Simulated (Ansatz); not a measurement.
Take TiAl (space group P4/mmm, No. 123) as the base.

```
TiAl
1.0
    2.79703     0.00000     0.00000
    0.00000     2.79703     0.00000
    0.00000     0.00000     4.03197
Al Ti
1 1
Cartesian
  1.39851   1.39851   2.01598
  0.00000   0.00000   0.00000
```

Levels (all Ansatz, a first-principles code, PAW, earlier PAW set): PBEsol (420 eV, no spin-orbit coupling); r2SCAN (500 eV, scalar-relativistic without spin-orbit coupling).

The geometry is relaxed with PBEsol.

```
Property           Value
---------------  -------
PBEsol pressure  0.0 GPa
```

With r2SCAN at the same geometry, the pressure goes from zero to 2.3 GPa.

Single points use the geometry relaxed with PBEsol. Their cutoffs differ, which shifts pressures a little. Whether these cells are dynamically stable was not tested. The final runs are not spin-polarised.
